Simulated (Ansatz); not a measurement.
Start from Pt in the fcc (Cu type) structure (space group Fm-3m, No. 225; a = 3.972 Å; relaxed with 0.1 eV smearing).

(Cell as relaxed with PBE.)

Levels (all Ansatz, a program for electronic structure, PAW, earlier PAW set): PBE (420 eV, without spin-orbit coupling); r2SCAN (500 eV, spin-orbit coupling left out).

Each level relaxes its own structure.

```json
[
 {"base": "volume per atom", "PBE": "15.66 Å³", "r2SCAN": "15.31 Å³"},
 {"base": "lattice parameter a", "PBE": "3.972 Å", "r2SCAN": "3.942 Å"},
 {"base": "band gap", "PBE": "zero", "r2SCAN": "zero"}
]
```

Modification: every lattice vector is stretched by 1.23 %; the atoms relax in the strained cell.

| quantity | PBE | r2SCAN |
|---|---|---|
| energy relative to the base (free energy F) | +16 meV/atom | +17 meV/atom |
| pressure | -8.2 GPa | -8.9 GPa |
| band gap | zero | zero |

PBE's energy relative to the base lies 1.1 meV/atom below r2SCAN's; PBE's pressure lies 0.77 GPa above r2SCAN's; the two agree on the band gap. Neither level is exact; r2SCAN is the comparison here, not a measurement.

Whether these cells are dynamically stable was not tested. The final runs are not spin-polarised. Pt lies near a magnetic instability that expansion can trigger; it was not tested.
